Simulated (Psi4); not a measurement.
Psi4 1.11, BP86/def2-svpd: Ge(H)(F)(Br)2 ([F][GeH]([Br])[Br]), 5 atoms. The geometry is a generated start, not checked to be a minimum at this level.

```json
{
 "task": "energy",
 "method": "bp86",
 "basis": "def2-svpd",
 "memory": "3 GB",
 "maxiter": "100",
 "keys_of_the_molecule_block": "symmetry c1",
 "scf_type": "df (default)",
 "e_convergence": "1e-06 (default)",
 "d_convergence": "1e-06 (default)",
 "dft_radial_points": "75 (default)",
 "dft_spherical_points": "302 (default)",
 "basis_functions": "151",
 "grid_points": "108875"
}
```

```xyz
5

Ge     0.0003     0.0802     0.1196
F     -0.0936     1.3603    -1.0703
Br    -1.8712    -1.1951    -0.1432
Br     1.9124    -1.0742    -0.3371
H      0.0520     0.8288     1.4309
```

With the defaults (diis = true, scf_initial_accelerator = adiis, damping_percentage = 0, soscf = false, soscf_start_convergence = 0.01, guess = auto, which took SAD, diis_max_vecs = 10) it converges in 10 SCF iterations. One run each on 2 threads, with these changes:
- diis_max_vecs = 3
- guess = sapgau
- guess = modhuckel
- guess = core
- diis = false, scf_initial_accelerator = none, damping_percentage = 60
- diis_max_vecs = 6
- scf_initial_accelerator = ediis
- soscf = true
- soscf = true, soscf_start_convergence = 0.1

Problem. Name the settings that don't reach the solution of the defaults.

Solution. No convergence: diis = false, scf_initial_accelerator = none, damping_percentage = 60 (the run ends without SCF convergence in 100 iterations). The rest reach the solution of the defaults.

```csv
setting,SCF iterations,JK calls,end
"soscf = true, soscf_start_convergence = 0.1",6,22,same solution
soscf = true,7,23,same solution
guess = sapgau,9,9,same solution
the defaults,10,11,same solution
scf_initial_accelerator = ediis,10,11,same solution
guess = modhuckel,10,36,same solution
diis_max_vecs = 6,11,12,same solution
guess = core,16,16,same solution
diis_max_vecs = 3,20,21,same solution
"diis = false, scf_initial_accelerator = none, damping_percentage = 60",100,101,no convergence
```

An SOSCF iteration holds several JK calls; a Hückel guess adds calls on atoms. 1 further run of the study ended by our limits or in an error and is left out.
